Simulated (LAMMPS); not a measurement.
MD of Zr (hcp) at zero pressure, 4032 atoms, as a liquid; each row is its own run.

Computed with classical MD, pair style eam/fs, file Zr_mm.eam.fs (LAMMPS).

```csv
T (K),D(Zr) (cm²/s)
1490,3.97e-5
1920,7.35e-5
2130,8.82e-5
2660,0.000142
2980,0.000166
```

Question: Fit an Arrhenius law, ln y = a + b / x, to these rows (x is the first column, y the second) and predict the run at x = 2340.

Answer: Least squares gives a = -7.2706 and b = -4298. The slope times kB gives an activation energy of 0.37 eV. At x = 2340 the fit predicts 0.000111 cm²/s. The run itself gave (1.05 ± 0.01) × 10^-4 cm²/s, so the fit is 5.7 % high.

Errors of D are the spread over four groups of atoms in one short run; a floor of about 5 %, a picked value, is safer.
